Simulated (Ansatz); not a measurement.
Subject: the energy of configuration A over configuration B. The value is E(A) − E(B).

Cell A: a slab of composition Co3Si18H built on Si (diamond, Fd-3m) (111), with 13 atoms on that crystal's sites, 22 atoms, hexagonal cell of 3.87 Å (13.0 Å²), symmetry P3m1, 27.4 Å thick under 16 Å of vacuum, in-plane vectors held at the crystal's; planes from bottom to top: H | Si × 12 | CoSi | Si × 2 | Co | Si × 2 | Co | Si, its two faces unlike (dipole correction applied); foreign atoms: H bound to 1 Si at 1.50 Å; Co bound to 8 Si at 2.27–2.48 Å; Co bound to 8 Si at 2.27–2.38 Å; Co bound to 7 Si at 2.30–2.37 Å; spin state with PBE: no moments, k-point mesh 9×9×1.
```
CELL_PARAMETERS angstrom
      3.86787     0.00000     0.00000
      1.93393     3.34967     0.00000
      0.00000     0.00000    43.54000
ATOMIC_POSITIONS crystal
  H  0.66667 0.66667 0.18252
  Si 0.66667 0.66667 0.21708
  Si 0.00000 0.00000 0.23457
  Si 0.00000 0.00000 0.28889
  Si 0.33333 0.33333 0.30704
  Si 0.33333 0.33333 0.36142
  Si 0.66667 0.66667 0.37954
  Si 0.66667 0.66667 0.43394
  Si 0.00000 0.00000 0.45207
  Si 0.00000 0.00000 0.50647
  Si 0.33333 0.33333 0.52464
  Si 0.33333 0.33333 0.57884
  Si 0.66667 0.66667 0.59959
  Si 0.00000 0.00000 0.64412
  Co 0.66667 0.66667 0.65347
  Si 0.33333 0.33333 0.67501
  Si 0.66667 0.66667 0.71034
  Co 0.33333 0.33333 0.72710
  Si 0.00000 0.00000 0.74568
  Si 0.33333 0.33333 0.78043
  Co 0.00000 0.00000 0.79843
  Si 0.66667 0.66667 0.81244
```

Cell B: a slab of composition Co3Si18H built on Si (diamond, Fd-3m) (111), with 14 atoms on that crystal's sites, 22 atoms, hexagonal cell of 3.87 Å (13.0 Å²), symmetry P3m1, 27.7 Å thick under 17 Å of vacuum, in-plane vectors held at the crystal's; planes from bottom to top: H | Si × 13 | Co | Si × 2 | Co | Si × 2 | Co | Si, its two faces unlike (dipole correction applied); foreign atoms: H bound to 1 Si at 1.50 Å; Co bound to 7 Si at 2.25–2.34 Å; Co bound to 8 Si at 2.32–2.36 Å; Co bound to 7 Si at 2.28–2.35 Å; spin state with PBE: no moments, k-point mesh 9×9×1.
```
CELL_PARAMETERS angstrom
      3.86787     0.00000     0.00000
      1.93393     3.34967     0.00000
      0.00000     0.00000    44.32377
ATOMIC_POSITIONS crystal
  H  0.66667 0.66667 0.18352
  Si 0.66667 0.66667 0.21747
  Si 0.00000 0.00000 0.23464
  Si 0.00000 0.00000 0.28800
  Si 0.33333 0.33333 0.30581
  Si 0.33333 0.33333 0.35922
  Si 0.66667 0.66667 0.37702
  Si 0.66667 0.66667 0.43045
  Si 0.00000 0.00000 0.44825
  Si 0.00000 0.00000 0.50169
  Si 0.33333 0.33333 0.51951
  Si 0.33333 0.33333 0.57299
  Si 0.66667 0.66667 0.59083
  Si 0.66667 0.66667 0.64444
  Co 0.33333 0.33333 0.66048
  Si 0.00000 0.00000 0.67253
  Si 0.33333 0.33333 0.71119
  Co 0.00000 0.00000 0.72550
  Si 0.66667 0.66667 0.74287
  Si 0.00000 0.00000 0.77817
  Co 0.66667 0.66667 0.79441
  Si 0.33333 0.33333 0.80843
```

All numbers come from Ansatz (a program for electronic structure), plane waves with PAW, its default PAW set, cutoff 420 eV, 500 eV for r2SCAN. The structures are at rest with PBE, within the held lattices; other levels are single points on them. Neutral cells; Fermi-Dirac smearing of at most 0.05 eV in the solids, energies taken to zero width. The lattices are those relaxed with PBE or held as stated, so at other levels the solids can be strained, which adds to the spread. Larger cells are relaxed from a start prepared with the learned potential CHGNet till forces fall under 0.03 eV/Å, which some starts already meet. A dispersion term (D3(BJ), or D4 for r2SCAN) was computed beside these levels and is taken off wherever the name lacks it. Nuclei at rest; no vibrational terms. The structures are the rest points that the relaxations reached, not proven lowest. No correction for cell size. Cell A has symmetry P3m1 and got no random move, so less symmetric positions, which may lie lower, weren't tried. Cell B has symmetry P3m1 and got no random move, so less symmetric positions, which may lie lower, weren't tried.

### Question
What is the computed value (PBE)?

### Answer
-0.25 eV for A less B, so A lies lower.

### Question
What do the other levels give, and how wide is the spread?

### Answer
```tsv
Functional	value (eV)	less PBE
r2SCAN	-0.18	0.07
```

The levels span 0.07 eV, from PBE (-0.25) to r2SCAN (-0.18).
